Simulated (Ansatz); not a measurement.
Consider GaSb in the zinc blende structure (space group F-43m, No. 216; a = 6.1324 Å).

Level of theory: Ansatz (an electronic-structure program), r2SCAN, PAW, cutoff 500 eV, no spin-orbit coupling.

Before the change:

The gap character is direct at Γ.

It is then changed as follows: the cell is scaled by 0.9950 in all directions; the atoms relax in the strained cell.

### Question
What does the calculation give for the mean gap deformation potential ΔEg/Δln V, gap character and energy relative to the base after the change?

### Answer
The mean gap deformation potential ΔEg/Δln V is -7.6 eV; the gap character remains direct at Γ; the energy rises by 1.1 meV/atom.

Spin-orbit coupling, missing from the scalar runs, can matter with Sb. Stability against distortions was not tested.
